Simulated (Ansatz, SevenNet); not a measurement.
Formation enthalpy of CsCl-type AuZn (cubic form, which distorts at low temperature): levels of theory against measurement

Reference value: -0.235 ± 0.04 eV/atom (measured, temperature not stated, no zero-point or thermal correction; as tabulated in Nepal et al. (2020), arXiv:2007.11150).

**Question.** What do SevenNet-l3i5, LDA, PBE, PBEsol, PBE-D4, rVV10, r²SCAN, PBE0, Hartree–Fock give, and how far is each from the reference?

**Answer.** 
| level (code) | value (eV/atom) | difference (eV/atom) |
|---|---|---|
| SevenNet-l3i5 | -0.217 | +0.018 |
| LDA (Ansatz) | -0.225 | +0.010 |
| PBE (Ansatz) | -0.213 | +0.022 |
| PBEsol (Ansatz) | -0.224 | +0.011 |
| PBE-D4 (Ansatz) | -0.234 | +0.001 |
| rVV10 (Ansatz) | -0.186 | +0.049 |
| r²SCAN (Ansatz) | -0.220 | +0.015 |
| PBE0 (Ansatz) | -0.253 | -0.018 |
| Hartree–Fock (Ansatz) | -0.220 | +0.015 |

Any of these levels can be the nearest once the reference is moved by up to 0.050 eV/atom (a margin picked here for doubts on the reference and the settings, and for temperature and zero-point motion) and values within 0.010 eV/atom count as equal. Within the reference's own bar: SevenNet-l3i5, LDA, PBE, PBEsol, PBE-D4, r²SCAN, PBE0, Hartree–Fock.

The measured value isn't corrected to a static lattice, so vibrations enter the comparison.  Density-functional levels without +SOC have no spin–orbit coupling, which shifts binding energies of heavy elements. LDA, PBE, PBEsol, PBE-D4, rVV10, r²SCAN, PBE0, Hartree–Fock: symmetry holds this phase in the static calculation, where it need not be a minimum. Hartree–Fock: the cell is over a tenth larger than the published one: the level's own overestimate first of all, though another phase or state, or a fault of the published cell, is possible. Hartree–Fock: an element that serves as reference has a cell well above its measured volume. Each level is taken at its own relaxed cell. Ansatz's density-functional and Hartree–Fock values are scalar-relativistic unless marked +SOC, with PAW data made under PBE.

Machine-learned potentials (SevenNet-l3i5) are trained on DFT data: a solid inside that data is no test of them.

Differences are worked out from the printed values.

Ansatz is an electronic-structure program.
